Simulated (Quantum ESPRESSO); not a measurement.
Quantum ESPRESSO run on LaZnIn (P6_3/mmc, 6 atoms in the cell): self-consistent single point.

Method: LDA (PZ), GBRV 1.5 ultrasoft (LDA) pseudopotentials (plane waves; Quantum ESPRESSO).

```xyz
6
Lattice="4.7443 0.0000 0.0000 -2.3721 4.1087 0.0000 0.0000 0.0000 8.0041" Properties=species:S:1:pos:R:3 pbc="T T T"
La     0.0000     0.0000     0.0000
La     0.0000     0.0000     4.0020
Zn     2.3721     1.3696     2.0010
Zn     0.0000     2.7391     6.0030
In     2.3721     1.3696     6.0030
In     0.0000     2.7391     2.0010
```

Reference input (self-consistent single point, DFT, PBEsol, plane waves, GBRV 1.5 ultrasoft (PBESOL) pseudopotentials): ecutwfc = 50 Ry; ecutrho = 250 Ry; occupations = smearing; smearing = fd; degauss = 0.0099958 Ry; potentials = {La: la_pbesol_v1.uspp.F.UPF, Zn: zn_pbesol_v1.uspp.F.UPF, In: in_pbesol_v1.4.uspp.F.UPF}; K_POINTS = automatic 6 6 3 0 0 0; conv_thr = 1e-11 Ry; mixing_beta = 0.7. This run's input differs from it in these lines:

```diff
@@ -25,5 +25,5 @@
 ATOMIC_SPECIES
-La   138.9055  la_pbesol_v1.uspp.F.UPF
-Zn    65.3800  zn_pbesol_v1.uspp.F.UPF
-In   114.8180  in_pbesol_v1.4.uspp.F.UPF
+La   138.9055  la_lda_v1.uspp.F.UPF
+Zn    65.3800  zn_lda_v1.uspp.F.UPF
+In   114.8180  in_lda_v1.4.uspp.F.UPF
 ATOMIC_POSITIONS {crystal}
```

Log, with long lists cut:

```
     Self-consistent Calculation

     iteration #  1     ecut=    50.00 Ry     beta= 0.70

     total energy              =   -1203.86447066 Ry
     estimated scf accuracy    <     226.21039979 Ry

     iteration #  2     ecut=    50.00 Ry     beta= 0.70

     total energy              =   -1371.07405647 Ry
     estimated scf accuracy    <     570.26603273 Ry

     iteration #  3     ecut=    50.00 Ry     beta= 0.70

     total energy              =   -1405.89784248 Ry
     estimated scf accuracy    <      74.95593887 Ry

   [... 23 blocks of this kind left out ...]

     iteration # 27     ecut=    50.00 Ry     beta= 0.70

     negative rho (up, down):  1.301E-01 0.000E+00

     total energy              =   -1393.34436914 Ry
     estimated scf accuracy    <          1.7E-11 Ry

     iteration # 28     ecut=    50.00 Ry     beta= 0.70

     negative rho (up, down):  1.301E-01 0.000E+00
     End of self-consistent calculation

     the Fermi energy is    10.7930 ev

!    total energy              =   -1393.34436914 Ry
     estimated scf accuracy    <          2.4E-12 Ry
     smearing contrib. (-TS)   =      -0.01935720 Ry
     internal energy E=F+TS    =   -1393.32501194 Ry

     convergence has been achieved in  28 iterations

     negative rho (up, down):  1.301E-01 0.000E+00

     Forces acting on atoms (cartesian axes, Ry/au):

     atom    1 type  1   force =     0.00000000   -0.00000000   -0.00000000
   [... zero for the other atoms too ...]

     Total force =     0.000000     Total SCF correction =     0.000000

     negative rho (up, down):  1.301E-01 0.000E+00
          total   stress  (Ry/bohr**3)                   (kbar)     P=      -45.60
  -0.00032065   0.00000000   0.00000000          -47.17        0.00        0.00
   0.00000000  -0.00032065   0.00000000            0.00      -47.17        0.00
   0.00000000   0.00000000  -0.00028862            0.00        0.00      -42.46

   JOB DONE.
```

The run converged in 28 iterations. Against the reference run the pressure goes from -2.48 to -4.56 GPa. The full log also holds: “c_bands:  1 eigenvalues not converged”.

The starting cell comes from a database of computed structures (which also holds hypothetical and non-ambient phases and stackings), without a prior relaxation at this level. With a pressure of about -5 GPa the cell is away from its equilibrium volume at this level.

Cost on one core of a shared machine: roughly 6 min.
